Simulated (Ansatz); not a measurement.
Partial pair distribution functions of a relaxed model of amorphous Hf18O37H2, broadened by 0.06 Å; density 8.47 g/cm³. All values below come from PBE, scalar-relativistic without spin-orbit coupling (plane waves to 420 eV, PAW; Ansatz, a program for electronic structure).

A CHGNet melt-quench gave the starting glass, which DFT then relaxed. O atoms were pushed apart under 1.9 Å during the dynamics, to hinder bonds among them. The hot cell started wider than the set density and was brought back towards it in steps. It is the lowest in DFT energy of 2 quenches. It is a model cell: composition and starting density were chosen by hand, and all elements were melted together. No dispersion term was used. Its density started from a set value of 8.75 and ended at 8.47 g/cm³. The simulated quench (nominally 630 K/ps over its main leg) is rapid and tends to freeze in more defects than a deposited or slowly cooled glass has. Values belong to this one cell and scatter from quench to quench. The volume was free in the relaxation, at fixed shape. Stress components on the final sampling reach 1.4 GPa.

```json
[
 {"r (Å)": "0.75", "g Hf-O": "0.00", "g O-H": "0.01", "g Hf-Hf": "0.00", "g O-O": "0.00"},
 {"r (Å)": "0.85", "g Hf-O": "0.00", "g O-H": "0.86", "g Hf-Hf": "0.00", "g O-O": "0.00"},
 {"r (Å)": "0.95", "g Hf-O": "0.00", "g O-H": "9.08", "g Hf-Hf": "0.00", "g O-O": "0.00"},
 {"r (Å)": "1.05", "g Hf-O": "0.00", "g O-H": "6.20", "g Hf-Hf": "0.00", "g O-O": "0.00"},
 {"r (Å)": "1.15", "g Hf-O": "0.00", "g O-H": "0.27", "g Hf-Hf": "0.00", "g O-O": "0.00"},
 {"r (Å)": "1.25", "g Hf-O": "0.00", "g O-H": "0.00", "g Hf-Hf": "0.00", "g O-O": "0.00"},
 {"r (Å)": "1.35", "g Hf-O": "0.00", "g O-H": "0.00", "g Hf-Hf": "0.00", "g O-O": "0.00"},
 {"r (Å)": "1.45", "g Hf-O": "0.00", "g O-H": "0.00", "g Hf-Hf": "0.00", "g O-O": "0.00"},
 {"r (Å)": "1.55", "g Hf-O": "0.00", "g O-H": "0.02", "g Hf-Hf": "0.00", "g O-O": "0.00"},
 {"r (Å)": "1.65", "g Hf-O": "0.00", "g O-H": "0.89", "g Hf-Hf": "0.00", "g O-O": "0.00"},
 {"r (Å)": "1.75", "g Hf-O": "0.01", "g O-H": "3.25", "g Hf-Hf": "0.00", "g O-O": "0.00"},
 {"r (Å)": "1.85", "g Hf-O": "0.40", "g O-H": "1.03", "g Hf-Hf": "0.00", "g O-O": "0.00"},
 {"r (Å)": "1.95", "g Hf-O": "3.14", "g O-H": "0.03", "g Hf-Hf": "0.00", "g O-O": "0.00"},
 {"r (Å)": "2.05", "g Hf-O": "7.43", "g O-H": "0.00", "g Hf-Hf": "0.00", "g O-O": "0.00"},
 {"r (Å)": "2.15", "g Hf-O": "5.81", "g O-H": "0.00", "g Hf-Hf": "0.00", "g O-O": "0.00"},
 {"r (Å)": "2.25", "g Hf-O": "2.95", "g O-H": "0.00", "g Hf-Hf": "0.00", "g O-O": "0.00"},
 {"r (Å)": "2.35", "g Hf-O": "1.22", "g O-H": "0.05", "g Hf-Hf": "0.00", "g O-O": "0.11"},
 {"r (Å)": "2.45", "g Hf-O": "0.46", "g O-H": "0.65", "g Hf-Hf": "0.00", "g O-O": "0.70"},
 {"r (Å)": "2.55", "g Hf-O": "0.19", "g O-H": "0.74", "g Hf-Hf": "0.00", "g O-O": "1.95"},
 {"r (Å)": "2.65", "g Hf-O": "0.03", "g O-H": "0.99", "g Hf-Hf": "0.00", "g O-O": "2.50"},
 {"r (Å)": "2.75", "g Hf-O": "0.13", "g O-H": "0.97", "g Hf-Hf": "0.00", "g O-O": "2.15"},
 {"r (Å)": "2.85", "g Hf-O": "0.15", "g O-H": "0.87", "g Hf-Hf": "0.00", "g O-O": "2.01"},
 {"r (Å)": "2.95", "g Hf-O": "0.11", "g O-H": "1.45", "g Hf-Hf": "0.02", "g O-O": "2.17"},
 {"r (Å)": "3.05", "g Hf-O": "0.15", "g O-H": "2.22", "g Hf-Hf": "0.34", "g O-O": "1.38"},
 {"r (Å)": "3.15", "g Hf-O": "0.27", "g O-H": "2.13", "g Hf-Hf": "1.19", "g O-O": "1.15"},
 {"r (Å)": "3.25", "g Hf-O": "0.37", "g O-H": "1.33", "g Hf-Hf": "1.75", "g O-O": "1.19"},
 {"r (Å)": "3.35", "g Hf-O": "0.46", "g O-H": "0.47", "g Hf-Hf": "3.14", "g O-O": "1.16"},
 {"r (Å)": "3.45", "g Hf-O": "0.53", "g O-H": "0.45", "g Hf-Hf": "3.34", "g O-O": "1.29"},
 {"r (Å)": "3.55", "g Hf-O": "0.49", "g O-H": "1.39", "g Hf-Hf": "2.51", "g O-O": "0.95"},
 {"r (Å)": "3.65", "g Hf-O": "0.54", "g O-H": "1.37", "g Hf-Hf": "1.91", "g O-O": "0.87"},
 {"r (Å)": "3.75", "g Hf-O": "0.86", "g O-H": "0.56", "g Hf-Hf": "2.07", "g O-O": "0.84"},
 {"r (Å)": "3.85", "g Hf-O": "0.91", "g O-H": "0.70", "g Hf-Hf": "1.99", "g O-O": "0.74"},
 {"r (Å)": "3.95", "g Hf-O": "0.97", "g O-H": "1.12", "g Hf-Hf": "1.17", "g O-O": "0.75"},
 {"r (Å)": "4.05", "g Hf-O": "1.05", "g O-H": "0.85", "g Hf-Hf": "1.34", "g O-O": "0.86"},
 {"r (Å)": "4.15", "g Hf-O": "1.27", "g O-H": "0.81", "g Hf-Hf": "1.01", "g O-O": "0.81"},
 {"r (Å)": "4.25", "g Hf-O": "1.40", "g O-H": "1.15", "g Hf-Hf": "0.54", "g O-O": "0.71"},
 {"r (Å)": "4.35", "g Hf-O": "1.57", "g O-H": "1.03", "g Hf-Hf": "0.17", "g O-O": "0.71"},
 {"r (Å)": "4.45", "g Hf-O": "1.67", "g O-H": "0.99", "g Hf-Hf": "0.21", "g O-O": "0.85"},
 {"r (Å)": "4.55", "g Hf-O": "1.79", "g O-H": "0.81", "g Hf-Hf": "0.41", "g O-O": "0.66"}
]
```

Within 2.62 Å each Hf has 6.06 O neighbours on average.
